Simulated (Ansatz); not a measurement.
## What biaxial strain +0.50 %, plane normal [001], relaxed out of plane does to HgTe

Consider HgTe in the zinc blende structure (space group F-43m, No. 216; a = 6.510 Å). Axes: x, y, z lie along the cube axes.

Modification: biaxial strain +0.50 %, plane normal [001], relaxed out of plane (Cartesian); in-plane vectors clamped, the third vector and the atoms free.

Level of theory: PBEsol, PAW, 420 eV (Ansatz, a program for electronic structure; scalar-relativistic without spin-orbit coupling). Settings: 9×9×9 k-points, 0.05 eV Fermi–Dirac smearing.

```csv
quantity,base,changed,shift
volume per atom,34.48 Å³,34.58 Å³,+0.10 Å³
space group,F-43m (No. 216),I-4m2 (No. 119),–
shortest interatomic distance,281.9 pm,282.2 pm,+0.3 pm
energy relative to the base (free energy F),0 meV/atom,+0.2 meV/atom,+0.2 meV/atom
"pressure (mean of the normal stresses, compression positive)",0.0 GPa,-0.1 GPa,-0.1 GPa
band gap,zero,zero,–
"valley order (the lowest conduction-band minima on the path, energy above the VBM, named in the base's zone)",–,Γ 0.04 eV; L along [1-1-1] 0.66 eV,–
out-of-plane strain (rough),–,-0.70 %,–
```

Cost of the whole job for the changed cell (relaxation, final SCF and bands): very roughly 50 core-seconds.

Without a gap, meshes like the base's 9×9×9 leave anisotropic stresses uncertain by several tenths of a GPa, and small strain energies with them. Spin-orbit coupling, missing from the scalar runs, can matter with Hg and Te. Whether these cells are dynamically stable was not tested. All final runs are without spin polarisation. Gaps under 0.05 eV, about the width of the smearing, are given as zero. A zero or small gap of HgTe can be the functional's error rather than a property of the material.
